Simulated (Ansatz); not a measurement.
**HfN in the rock salt structure (space group Fm-3m, No. 225)**

```cif
data_HfN
_chemical_formula_sum 'Hf1 N1'
_space_group_name_H-M_alt 'P 1'
_space_group_IT_number 1
_cell_length_a 3.18309
_cell_length_b 3.18309
_cell_length_c 3.18309
_cell_angle_alpha 60.000
_cell_angle_beta 60.000
_cell_angle_gamma 60.000
loop_
_space_group_symop_operation_xyz
  'x, y, z'
loop_
_atom_site_label
_atom_site_type_symbol
_atom_site_fract_x
_atom_site_fract_y
_atom_site_fract_z
_atom_site_occupancy
Hf1 Hf 0.00000 0.00000 0.00000 1
N1 N 0.50000 0.50000 0.50000 1
```

All numbers come from PBEsol (Ansatz, an electronic-structure program), scalar-relativistic without spin-orbit coupling. k-mesh 18×18×18 (Γ-centred); smearing 0.05 eV (Fermi–Dirac).

| Quantity | Value |
|---|---|
| Volume per atom | 11.40 Å³ |
| Density | 14.02 g/cm³ |
| Band gap | zero |
| Total energy | -7990.124 eV/atom (σ→0; compares only within this code and set-up) |

Stability against distortions was not tested. The final runs are not spin-polarised. An odd electron count without spin: HfN.
